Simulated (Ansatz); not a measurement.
Input for (Ca,Ba)F2 alloy cell BaCaF4 (fluorite start):

Ansatz 0.2 input:
```yaml
crystal:
  lattice:
    - [0.002206936, 5.8930516, 5.907217033]
    - [5.909424127, 0.000000005, 5.909423964]
    - [5.907217197, 5.893051601, 0.002206935]
  atoms:
    - { symbol: Ca, position: [0.000000037, -0.000000013, 0.000000016] }
    - { symbol: Ba, position: [0.000000029, 0.00000004, 0.499999942] }
    - { symbol: Ba, position: [0.000000008, 0.500000087, -0.000000102] }
    - { symbol: Ba, position: [-0.000000019, 0.499999968, 0.500000074] }
    - { symbol: Ca, position: [0.499999995, 0.000000051, 0.000000003] }
    - { symbol: Ba, position: [0.49999998, 0.000000161, 0.499999947] }
    - { symbol: Ca, position: [0.499999963, 0.499999965, 0.000000091] }
    - { symbol: Ca, position: [0.500000011, 0.499999973, 0.499999969] }
    - { symbol: F, position: [0.394447855, 0.390011858, 0.355351932] }
    - { symbol: F, position: [0.389168379, 0.365575898, 0.879679767] }
    - { symbol: F, position: [0.394447797, 0.860188654, 0.355351621] }
    - { symbol: F, position: [0.379679713, 0.865575841, 0.889168458] }
    - { symbol: F, position: [0.841932259, 0.386115704, 0.385836381] }
    - { symbol: F, position: [0.855351998, 0.360188205, 0.894447971] }
    - { symbol: F, position: [0.885836347, 0.886115697, 0.341932292] }
    - { symbol: F, position: [0.855351972, 0.890011879, 0.894447847] }
    - { symbol: F, position: [0.144648085, 0.109988274, 0.105552027] }
    - { symbol: F, position: [0.114163631, 0.113884262, 0.658067703] }
    - { symbol: F, position: [0.144648055, 0.639811589, 0.105552191] }
    - { symbol: F, position: [0.158067852, 0.613884356, 0.614163438] }
    - { symbol: F, position: [0.620320278, 0.134423936, 0.110831662] }
    - { symbol: F, position: [0.605552123, 0.139811693, 0.644647941] }
    - { symbol: F, position: [0.610831503, 0.634423977, 0.120320416] }
    - { symbol: F, position: [0.605552143, 0.609987938, 0.644648421] }
basis:
  ecutwfc: 500
  ecutrho_ratio: 4
  xc_grid: 4
kpoints:
  mp_grid: { grid: [4, 4, 4] }
hamiltonian:
  xc: r2scan
  dispersion: none
  pseudopotentials: { kind: paw }
scf:
  n_extra_bands: 16
  occupations: { method: fermi_dirac, width: 0.01 }
output:
  forces: true
  stress: true
  eigenstates:
    kpoints:
      - [0.0, 0.0, 0.0]
    e_range: [-4.0, 6.0]
    localisation: true
relax:
  f_tol: 0.03
  max_steps: 90
  cell: { stress_tol: 0.15 }
```

Level of theory: r2SCAN (plane waves to 500 eV, PAW; Ansatz, a first-principles code). No spin–orbit coupling. Its k-point mesh 4×4×4, Fermi–Dirac width 0.01 eV.

Question: Write the closing report of this run, without the band table and long remarks, to eight decimals at most.

Answer: 
```
SCF converged after 5 iterations
Free energy (F): -44153.882675 eV
Harris-Foulkes:  -44153.882675 eV  (|F-HF|=2.76e-10)
Internal energy: -44153.882675 eV  (E = F + TS)
E sigma→0 (E₀):  -44153.882675 eV
Fermi energy:    6.591220 eV
--- Per-component energies (eV) ---
  E_band       = -1294.136878
  E_kinetic    = 5134.610493
  E_local      = -13682.321496  (includes V_loc(G=0)·N_el)
  E_nonlocal   = 1637.647367
  E_hartree    = 5073.928428
  E_xc         = -2461.679999
  E_vxc        = -3252.152194  (∫ρ·V_xc dr)
  E_paw        = -27708.457526  (= ΣΔE_a)
  E_vpaw       = -1494.455703  (= ΣTr[D̂ρ^β])
  E_aug_tail   = 0.016696  (compensation charges beyond the density's cutoff)
  E_vtau       = 214.658655  (kinetic-family band-sum trace: ∫τ·v_τ [+ j·A + Jᵃ·Aᵃ] dr)
  E_ewald      = -12146.523376
  E_core_change = -1.103262  (= ΣΔE_core)
  E_smearing   = 0.000000  (= −TS)
  E_closure    = 0.000000  (closes the sum)
  Σ components = -44153.882675   (vs F -44153.882675, Δ=0.00e0)
--- Forces (eV/Å), atoms counted from 1 ---
  atom   1  Ca     0.00000000    0.00000000    0.00000000
  atom   2  Ba     0.00000000     0.00000000     0.00000000
  atom   3  Ba    0.00000000     0.00000000    0.00000000
  atom   4  Ba    0.00000000     0.00000000    0.00000000
  atom   5  Ca     0.00000000     0.00000000    0.00000000
  atom   6  Ba     0.00000000     0.00000000    0.00000000
  atom   7  Ca    0.00000000     0.00000000     0.00000000
  atom   8  Ca     0.00000000    0.00000000    0.00000000
  atom   9  F      0.01226667     0.00142649     0.01598888
  atom  10  F     -0.01491550    -0.00027205     0.01491550
  atom  11  F     -0.01598888     0.00142649    -0.01226667
  atom  12  F      0.01491550    -0.00027205    -0.01491550
  atom  13  F      0.01003913    -0.00282724    -0.01003913
  atom  14  F     -0.01226667     0.00142649    -0.01598888
  atom  15  F     -0.01003913    -0.00282724     0.01003913
  atom  16  F      0.01598888     0.00142649     0.01226667
  atom  17  F     -0.01598888    -0.00142649    -0.01226667
  atom  18  F      0.01003913     0.00282724    -0.01003913
  atom  19  F      0.01226667    -0.00142649     0.01598888
  atom  20  F     -0.01003913     0.00282724     0.01003913
  atom  21  F     -0.01491550     0.00027205     0.01491550
  atom  22  F      0.01598888    -0.00142649     0.01226667
  atom  23  F      0.01491550     0.00027205    -0.01491550
  atom  24  F     -0.01226667    -0.00142649    -0.01598888
  max |Σ_I F_I| component: 3.47e-18 eV/Å
--- Stress (GPa, compression-positive) ---
        0.045266       0.000000      -0.023653
        0.000000       0.052046       0.000000
       -0.023653       0.000000       0.045266
  P = ⅓ Tr σ = 0.0475 GPa (0.475 kbar)
--- Relaxed structure (4 steps of the walk, 3 accepted, 1 SCFs on fresh bases) ---
  F+E_penalty+E_count = -44153.88267469 eV   max|allowed force component| = 1.599e-2 eV/Å   (the final SCF, on the basis selected at the relaxed cell)
  cell:  # Å, volume = 396.4950 Å³
    - [0.00284135, 5.79924961, 5.84679694]
    - [5.84963829, 0.0, 5.84963829]
    - [5.84679694, 5.79924961, 0.00284135]
  atoms:
    - { symbol: Ca, position: [0.0, 0.0, 0.0] }
    - { symbol: Ba, position: [0.0, 0.0, 0.50000000] }
    - { symbol: Ba, position: [0.0, 0.5, 0.0] }
    - { symbol: Ba, position: [0.0, 0.50000000, 0.5] }
    - { symbol: Ca, position: [0.5, 0.0, 0.0] }
    - { symbol: Ba, position: [0.50000000, 0.0, 0.50000000] }
    - { symbol: Ca, position: [0.50000000, 0.50000000, 0.0] }
    - { symbol: Ca, position: [0.5, 0.5, 0.50000000] }
    - { symbol: F, position: [0.39348869, 0.38922058, 0.35654332] }
    - { symbol: F, position: [0.38897567, 0.36599310, 0.87903812] }
    - { symbol: F, position: [0.39348869, 0.86074740, 0.35654332] }
    - { symbol: F, position: [0.37903812, 0.86599310, 0.88897567] }
    - { symbol: F, position: [0.84496372, 0.38539835, 0.38423958] }
    - { symbol: F, position: [0.85654332, 0.36074740, 0.89348869] }
    - { symbol: F, position: [0.88423958, 0.88539835, 0.34496372] }
    - { symbol: F, position: [0.85654332, 0.88922058, 0.89348869] }
    - { symbol: F, position: [0.14345668, 0.11077942, 0.10651131] }
    - { symbol: F, position: [0.11576042, 0.11460165, 0.65503628] }
    - { symbol: F, position: [0.14345668, 0.63925260, 0.10651131] }
    - { symbol: F, position: [0.15503628, 0.61460165, 0.61576042] }
    - { symbol: F, position: [0.62096188, 0.13400690, 0.11102433] }
    - { symbol: F, position: [0.60651131, 0.13925260, 0.64345668] }
    - { symbol: F, position: [0.61102433, 0.63400690, 0.12096188] }
    - { symbol: F, position: [0.60651131, 0.61077942, 0.64345668] }
```

Cost: around 10 core-minutes (rough).
